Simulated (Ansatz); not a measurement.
# How far PBE and r2SCAN part for Re

The parent structure is Re in the hcp (Mg type) structure (space group P6_3/mmc, No. 194; a = 2.775 Å, c = 4.483 Å).

(Cell as relaxed with PBE.)

Levels (all Ansatz, an electronic-structure program, PAW): PBE (420 eV, scalar-relativistic without spin-orbit coupling); r2SCAN (500 eV, no spin-orbit coupling).

Each level relaxes its own structure.

```
quantity                  PBE    r2SCAN
-------------------  --------  --------
volume per atom      14.95 Å³  14.70 Å³
lattice parameter a   2.775 Å   2.758 Å
lattice parameter c   4.483 Å   4.463 Å
band gap                 zero      zero
```

PBE's volume per atom lies 0.25 Å³ above r2SCAN's (1.7 %); PBE's lattice parameter a lies 0.017 Å above r2SCAN's (0.6 %); PBE's lattice parameter c lies 0.020 Å above r2SCAN's (0.5 %); the two agree on the band gap. Neither level is exact; r2SCAN is the comparison here, not a measurement.

Stability against distortions was not tested. All final runs are without spin polarisation.
